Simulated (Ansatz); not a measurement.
Input:

```xyz
2
Lattice="0.0000 2.9012 2.9012 2.9012 0.0000 2.9012 2.9012 2.9012 0.0000" Properties=species:S:1:pos:R:3 pbc="T T T"
Ga     0.0000     0.0000     0.0000
Sb     1.4506     1.4506     1.4506
```

No spin polarisation.

Method: Kohn–Sham DFT with the PBE functional, run in Ansatz (a first-principles code) with PAW and 420 eV plane waves, scalar-relativistic without spin-orbit coupling. Settings: 13×13×13 k-points, 0.05 eV Fermi–Dirac smearing.

### Question
Predict the gap character, band gap and electron mass.

### Answer
The gap character is indirect, Γ → Γ–X (86 % along), the band gap is 0.61 eV and the electron mass is 1.2 mₑ along k, 0.19 mₑ across (off the special points).

Spin-orbit coupling, missing from the scalar runs, can matter with Sb. Load acts through the strain it causes; cell and atoms are relaxed under it. Masses are band curvatures over ±0.01 Å⁻¹ around the edge. Along k means along the line from Γ to the band edge. Whether these cells are dynamically stable was not tested. Tetrahedral semiconductors of this kind turn to denser phases somewhere between about 1 and 50 GPa; those were not computed, so compressed cells here can lie past the real transition. The cell was made from GaSb in the zinc blende structure (space group F-43m, No. 216) by this change: pressure 15 GPa.
